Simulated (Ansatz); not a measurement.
## A computed series for InP: response to strain

The parent structure is InP in the zinc blende structure (space group F-43m, No. 216; a = 5.907 Å). Axes: x, y, z lie along the cube axes.

Strains are applied to the cell and any free atomic positions relax; under biaxial strain the out-of-plane vector relaxes too; under stress the whole cell relaxes.

Method: Kohn–Sham DFT with the r2SCAN functional, run in Ansatz (a quantum-chemistry and plane-wave program) with PAW and 500 eV plane waves, no spin-orbit coupling.

Notes on the quantities. energy relative to the base: free energy F.

```json
[
 {"change": "base", "shortest interatomic distance": "2.558 Å", "energy relative to the base": "0 meV/atom", "electron mass": "0.074 mₑ (at Γ)", "band gap": "1.03 eV"},
 {"change": "biaxial strain −0.79 %, plane normal [001], relaxed out of plane", "shortest interatomic distance": "2.552 Å", "energy relative to the base": "+0.9 meV/atom", "electron mass": "0.076 mₑ (at Γ)", "band gap": "1.04 eV"},
 {"change": "biaxial strain +0.48 %, plane normal [111], relaxed out of plane", "shortest interatomic distance": "2.559 Å", "energy relative to the base": "+0.5 meV/atom", "electron mass": "0.071 mₑ (at Γ)", "band gap": "0.96 eV"},
 {"change": "uniaxial strain ε_xx = −3.90 %", "shortest interatomic distance": "2.525 Å", "energy relative to the base": "+12 meV/atom", "electron mass": "0.082 mₑ along x, 0.089 mₑ across (at Γ)", "band gap": "1.13 eV"},
 {"change": "uniaxial stress, 3 GPa tension along x", "shortest interatomic distance": "2.572 Å", "energy relative to the base": "+10 meV/atom", "electron mass": "0.074 mₑ along x, 0.063 mₑ across (at Γ)", "band gap": "0.82 eV"},
 {"change": "uniaxial stress, 5 GPa compression along z", "shortest interatomic distance": "2.544 Å", "energy relative to the base": "+55 meV/atom", "electron mass": "0.061 mₑ along z, 0.085 mₑ across (at Γ)", "band gap": "0.72 eV"}
]
```

Effective masses come from finite differences of ±0.01 Å⁻¹. Beyond what the load breaks, stability against distortions was not tested.
